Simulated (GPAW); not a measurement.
Band structure of Br (Cmce, 4 atoms in the cell).

```
Br
1.0
    2.25590    -3.35868     0.00000
    2.25590     3.35868     0.00000
    0.00000     0.00000     8.78191
Br
4
Direct
  0.86100   0.86100   0.88900
  0.63900   0.63900   0.38900
  0.36100   0.36100   0.61100
  0.13900   0.13900   0.11100
```

Method: PBE, GPAW PAW datasets PBE (gpaw-data 1.0.1) (plane waves; GPAW 25.7.0).

Settings: mode = pw; ecut = 550 eV; xc = PBE; kpts = 5 5 2; mesh shift (steps) = 0 0 0; occupations.name = fermi-dirac; occupations.width = 0.02 eV; nbands = -4; convergence.forces = 0.001 eV/Å; convergence.bands = -2; symmetry.symmorphic = false; symmetry.tolerance = 0.0005; maxiter = 100; bandpath_npoints = 40.

The starting cell has typed, rounded lattice constants, without a prior relaxation at this level. Its lattice was rescaled by a random factor within 2.5 % of one.

Problem. Predict the gap along the standard path and the places of the band edges.

Solution. The gap along the path is 1.67 eV, from R to a point between Γ and X; the smallest direct gap on it is 1.72 eV. Another conduction valley lies within 0.1 eV, so the order of the valleys is not sure.

Levels in eV from the top of the valence band on the SCF mesh, bands 11 to 18:
```
point     11     12     13     14    15    16    17    18
-----  -----  -----  -----  -----  ----  ----  ----  ----
Γ      -0.96  -0.40  -0.02   0.00  1.72  2.55  6.09  6.77
X      -1.18  -0.85  -0.39  -0.06  1.99  2.28  8.03  8.44
S      -0.89  -0.89  -0.25  -0.25  2.46  2.46  7.19  7.19
R      -0.55  -0.55   0.04   0.04  2.11  2.11  7.52  7.52
A      -0.57  -0.57  -0.46  -0.46  2.11  2.11  8.63  8.63
Z      -0.87  -0.87  -0.01  -0.01  2.00  2.00  6.76  6.76
Y      -1.42  -1.16  -0.47  -0.07  1.75  2.24  7.26  7.68
X1     -1.18  -0.85  -0.39  -0.06  1.99  2.28  8.03  8.44
A1     -0.57  -0.57  -0.46  -0.46  2.11  2.11  8.63  8.63
T      -0.97  -0.97  -0.68  -0.68  1.90  1.90  8.05  8.05
```
